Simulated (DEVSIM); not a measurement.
Structure: Schottky contact on n-type Ge, at 250 K.

| layer (left to right) | material | thickness (μm) | Nd (cm⁻³) | τn (s) | τp (s) |
|---|---|---|---|---|---|
| 1 | Ge | 1.20 | 1.7e16 | 0.00017 | 0.00017 |

Left contact: Schottky, work function 4.48 eV, emission velocity 1e7 cm/s. Right contact: ohmic. Voltage is applied to the left contact. Recombination: SRH at mid-gap, Auger. Mobility is μmin + (μ − μmin)/(1 + (N/Nref)^α).

This is a model device: material constants are rounded textbook-type values typed into the input, and sizes, dopings and lifetimes were drawn at random. Values at 300 K; Nc and Nv go as T^1.5, mobilities as T to minus their exponent, the gap by Varshni's rule with the affinity fixed.

| parameter | Ge |
|---|---|
| gap (eV) | 0.664 |
| affinity (eV) | 4 |
| permittivity | 16 |
| Nc (cm⁻³) | 1.04e19 |
| Nv (cm⁻³) | 6e18 |
| μn (cm²/Vs) | 3900 |
| μp (cm²/Vs) | 1900 |
| μn,min | 150 |
| μp,min | 100 |
| Nref,n | 2.6e17 |
| Nref,p | 4e17 |
| αn | 0.56 |
| αp | 0.6 |
| T exponent of μn | 1.66 |
| T exponent of μp | 2.33 |
| Cn (cm⁶/s) | 1e-31 |
| Cp (cm⁶/s) | 1e-31 |
| Varshni α (eV/K) | 0.000477 |
| Varshni β (K) | 235 |

DEVSIM, 1D drift-diffusion, Boltzmann statistics, complete ionisation; no tunnelling, impact ionisation, image-force lowering or self-heating. Metal contacts follow the ideal Schottky-Mott rule: no Fermi-level pinning, no interface dipoles.

The thickness of layer 1 was swept, all else fixed.

| thickness of layer 1 (μm) | dark forward voltage at 100 A/cm² (V) |
|---|---|
| 0.24 | 0.230 |
| 0.42 | 0.230 |
| 0.72 | 0.231 |
| 1.2 | 0.231 |
| 2 | 0.232 |
| 3.6 | 0.234 |
| 6 | 0.236 |

From the first row to the last the dark forward voltage at 100 A/cm² goes from 0.230 to 0.236.
